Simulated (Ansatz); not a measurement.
Start from BaTiO3 (space group P4mm, No. 99).

```
BaTiO3
1.0
    3.97230     0.00000     0.00000
    0.00000     3.97230     0.00000
    0.00000     0.00000     4.11282
Ti Ba O
1 1 3
Cartesian
  1.98615   1.98615   1.86032
  0.00000   0.00000   3.84232
  1.98615   1.98615   3.68167
  1.98615   0.00000   1.69505
  0.00000   1.98615   1.69505
```

Computed with DFT with r2SCAN, PAW potentials and a 500 eV plane-wave cutoff in Ansatz (an electronic-structure program), without spin-orbit coupling.

Before the change:

| Quantity | Result |
|---|---|
| Smallest direct gap | 2.70 eV |
| Volume per atom | 12.98 Å³ |

Perturbation: a negative pressure, −1 GPa.

**Question.** Estimate the effect on the smallest direct gap.

**Answer.** The smallest direct gap grows by 0.03 eV, from 2.70 eV to 2.73 eV.

**Question.** Estimate the effect on the volume per atom.

**Answer.** The volume per atom goes up by 0.12 Å³, from 12.98 Å³ to 13.10 Å³.

Load acts through the strain it causes; cell and atoms are relaxed under it. No phonon test of stability was made. The final runs are not spin-polarised.
